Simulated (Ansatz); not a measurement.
Functionals compared on the (21-30) surface of hcp Mg in its 1x1 cell, outermost plane spacing 0.35 Å in the ideal cut, in Ansatz (plane waves, PAW). The structure was relaxed with PBE; the other rows are single points on it, each with its references at the same level. Cutoff 420 eV (500 eV for r2SCAN).

Slab: 22 atoms, 10.8 Å thick at the start; k 7x5x1, smearing 0.1 eV, dipole-corrected; all atoms relaxed; start symmetry kept, larger cells not searched; no spin, no spin-orbit, no U. These notes are the PBE run's.

```json
[
 {"functional": "PBE", "surface energy (J/m²)": "0.70", "work function of the top face (eV)": "3.47", "rough cost of the single point": "–"},
 {"functional": "LDA", "surface energy (J/m²)": "0.77", "work function of the top face (eV)": "3.60", "rough cost of the single point": "roughly 3 core-minutes"},
 {"functional": "PBEsol", "surface energy (J/m²)": "[?]", "work function of the top face (eV)": "[?]", "rough cost of the single point": "about 2.7 core-minutes (a rough figure)"},
 {"functional": "RPBE", "surface energy (J/m²)": "0.65", "work function of the top face (eV)": "3.40", "rough cost of the single point": "about 2.8 core-minutes (a rough figure)"},
 {"functional": "r2SCAN", "surface energy (J/m²)": "0.78", "work function of the top face (eV)": "3.51", "rough cost of the single point": "roughly 6 core-minutes"}
]
```

Problem. Fill in the missing entries.

Solution. 
- PBEsol, surface energy (J/m²): 0.77
- PBEsol, work function of the top face (eV): 3.51

Ansatz is a first-principles code.
